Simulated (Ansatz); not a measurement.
Structure of amorphous Ti20O38 (periodic cell):

```xyz
58
Lattice="9.2461 -0.0239 -0.0513 -0.0240 9.0764 -0.0100 -0.0514 -0.0101 9.3524" Properties=species:S:1:pos:R:3 pbc="T T T"
Ti     2.5913     1.8696     3.8657
Ti     4.1987     8.0037     7.5313
Ti     3.9838     4.9108     2.7002
Ti     1.3207     7.5779     8.7761
Ti     8.8981     7.6474     5.5753
Ti     1.5865     3.8912     0.1971
Ti     4.8366     7.8032     1.0283
Ti     0.6059     0.0459     2.7631
Ti     4.1333     1.8987     8.8833
Ti     5.0025     4.5423     7.1726
Ti     5.6341     8.3325     4.5150
Ti     7.1353     6.6096     8.3209
Ti     5.9460     3.1955     4.1342
Ti     8.5303     1.3952     9.2999
Ti     2.6547     6.3416     5.5060
Ti     7.6112     3.2122     6.7246
Ti     6.2398     1.0147     2.3172
Ti     8.6325     3.2837     2.9799
Ti     9.1822     6.4553     1.6708
Ti     1.2537     1.5329     6.9025
O      0.7597     2.0230     3.3163
O      0.2465     2.9988     6.9920
O      5.9724     8.0315     9.0028
O      4.1695     7.7562     5.4849
O      0.6282     0.4652     8.4797
O      9.0360     7.6494     3.4459
O      5.3330     6.3812     7.4549
O      0.8368     6.2723     5.4939
O      7.3121     1.8921     8.0557
O      5.7521     8.1184     2.6730
O      5.8697     1.0926     4.2553
O      2.4863     0.1914     3.2391
O      6.9040     2.8341     2.3658
O      3.3545     4.9182     6.4085
O      1.1300     5.7606     0.0770
O      0.0655     2.9661     0.7593
O      0.0029     4.9333     2.7683
O      4.4703     0.7570     7.5298
O      2.5680     1.8337     5.6651
O      3.2315     7.9709     9.2640
O      5.5384     4.9234     3.7491
O      4.8099     3.5699     8.6948
O      0.9320     8.0971     1.2363
O      0.3347     0.2717     5.7987
O      8.6649     7.2814     7.5661
O      5.7064     3.2155     6.0828
O      7.8620     3.2599     4.7646
O      2.6902     3.9185     1.5172
O      4.5677     6.0387     1.3538
O      4.0512     2.9513     3.4296
O      4.8152     1.0138     1.0875
O      2.3690     2.4140     8.5364
O      2.3689     7.5497     7.1252
O      7.0521     7.6550     5.3747
O      7.1922     4.7742     7.5387
O      8.0531     0.6113     1.5693
O      2.9054     5.9272     3.7006
O      7.6725     6.2617     0.7136
```

The numbers are results of PBE, scalar-relativistic without spin-orbit coupling (plane waves to 420 eV, PAW; Ansatz, an electronic-structure program), not measurements. The usual formal charges leave 4 electrons over, so the level spacing at the Fermi energy parts defect or band states and needn't be the band gap. In the spin-polarised cell the level spacing at the Fermi energy can part levels of unlike spin.

Preparation: random packing, a CHGNet melt and quench, and a DFT relaxation. O atoms were pushed apart under 1.9 Å during the dynamics, to hinder bonds among them. The hot cell started wider than the set density and was brought back towards it in steps. It is the lowest in DFT energy of 2 quenches. It is a model cell: composition and starting density were chosen by hand, and all elements were melted together. No dispersion term was used. Its density started from a set value of 3.25 and ended at 3.31 g/cm³. Cooling (nominally 480 K/ps over its main leg) ran many orders faster than in experiment, which tends to leave more defects and strain. Values belong to this one cell and scatter from quench to quench. Volume and shape were free in the relaxation. On a 2×2×2 Γ-centred mesh force components of up to 0.21 eV/Å stay, since the relaxation ran on the zone centre alone.

Cut-offs for bonds: Ti-Ti 3.12 Å, Ti-O 2.50 Å, O-O 1.58 Å. Two cations that share two anions don't count as bonded, nor two that share one unless they lie closer than Ti-Ti 3.04 Å.

Problem. Give the coordination numbers, mean bond lengths and angles.

Solution. 
The mean coordination of Ti by anions comes out as 4.90 (5 with 4, 12 with 5, 3 with 6). The mean coordination of O is 2.58 (16 with 2, 22 with 3) and the mean Ti-O bond is 1.941 Å (spread 0.131 Å, 98 counted). The bond angle at Ti comes out as mean 106.2°, spread 24.3° and the bond angle at O is mean 120.0°, spread 21.0°.

Problem. List the pairs of like atoms that count as bonded by the rules above.

Solution. There are none by these rules.
